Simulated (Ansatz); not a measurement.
## Ge: pressure −1 GPa

Take Ge in the diamond structure (space group Fd-3m, No. 227; a = 5.762 Å) as the base.

Modification: hydrostatic tension (pressure −1 GPa).

Method: plane-wave PAW DFT at the PBE level (Ansatz, a program for electronic structure, 420 eV), no spin-orbit coupling, earlier PAW set. Γ-centred 14×14×14 mesh, Fermi–Dirac width 0.05 eV.

```csv
quantity,base,changed,shift
volume per atom,23.92 Å³,24.34 Å³,+0.42 Å³
lattice parameter a,5.762 Å,5.796 Å,+0.034 Å
enthalpy H = E + PV relative to the base's energy,–,-0.15 eV/atom,–
band gap,zero,zero,–
```

Final structure:

```xyz
2
Lattice="0.0000 2.8980 2.8980 2.8980 0.0000 2.8980 2.8980 2.8980 0.0000" Properties=species:S:1:pos:R:3 pbc="T T T"
Ge     2.8980     2.8980     2.8980
Ge     4.3470     4.3470     4.3470
```

Load acts through the strain it causes; cell and atoms are relaxed under it. Stability against distortions was not tested. The zero or small gap of Ge can change with the level of theory.
